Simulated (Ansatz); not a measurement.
The starting structures come from a database of crystals and need not be the phases stable at ambient conditions.

Evanescent states of Pb₂OF₂ (P4_2/nmc, not sure to be the ambient phase, 20 atoms a cell, 19.6 Å³ an atom, -2 GPa at this level) along the normal of (100)

The numbers are results of PBEsol (plane waves, PAW; Ansatz, an electronic-structure program), not measurements.

No gap correction and no spin-orbit coupling; mid-gap values are interpolated between computed energies.

Energies count from the valence-band top; κ is the least over a 6×4 mesh across the current.

```json
[
 {"E (eV)": "0.07", "κ (1/Å)": "0.205", "where": "off Γ"},
 {"E (eV)": "0.21", "κ (1/Å)": "0.251", "where": "Γ"},
 {"E (eV)": "0.35", "κ (1/Å)": "0.273", "where": "Γ"},
 {"E (eV)": "0.49", "κ (1/Å)": "0.288", "where": "Γ"},
 {"E (eV)": "0.63", "κ (1/Å)": "0.299", "where": "Γ"},
 {"E (eV)": "0.77", "κ (1/Å)": "___", "where": "Γ"},
 {"E (eV)": "0.91", "κ (1/Å)": "___", "where": "Γ"},
 {"E (eV)": "1.05", "κ (1/Å)": "___", "where": "Γ"},
 {"E (eV)": "1.19", "κ (1/Å)": "___", "where": "Γ"},
 {"E (eV)": "1.33", "κ (1/Å)": "___", "where": "Γ"},
 {"E (eV)": "1.47", "κ (1/Å)": "___", "where": "Γ"},
 {"E (eV)": "1.61", "κ (1/Å)": "___", "where": "Γ"},
 {"E (eV)": "1.75", "κ (1/Å)": "___", "where": "Γ"},
 {"E (eV)": "1.89", "κ (1/Å)": "___", "where": "Γ"},
 {"E (eV)": "2.03", "κ (1/Å)": "___", "where": "Γ"},
 {"E (eV)": "2.17", "κ (1/Å)": "0.238", "where": "Γ"},
 {"E (eV)": "2.31", "κ (1/Å)": "0.215", "where": "Γ"},
 {"E (eV)": "2.45", "κ (1/Å)": "0.185", "where": "Γ"},
 {"E (eV)": "2.59", "κ (1/Å)": "0.144", "where": "Γ"},
 {"E (eV)": "2.73", "κ (1/Å)": "0.075", "where": "Γ"}
]
```

Task: Fill in the missing entries.

Result: 
- 0.77, κ (1/Å): 0.305
- 0.91, κ (1/Å): 0.309
- 1.05, κ (1/Å): 0.311
- 1.19, κ (1/Å): 0.310
- 1.33, κ (1/Å): 0.307
- 1.47, κ (1/Å): 0.302
- 1.61, κ (1/Å): 0.294
- 1.75, κ (1/Å): 0.285
- 1.89, κ (1/Å): 0.272
- 2.03, κ (1/Å): 0.257
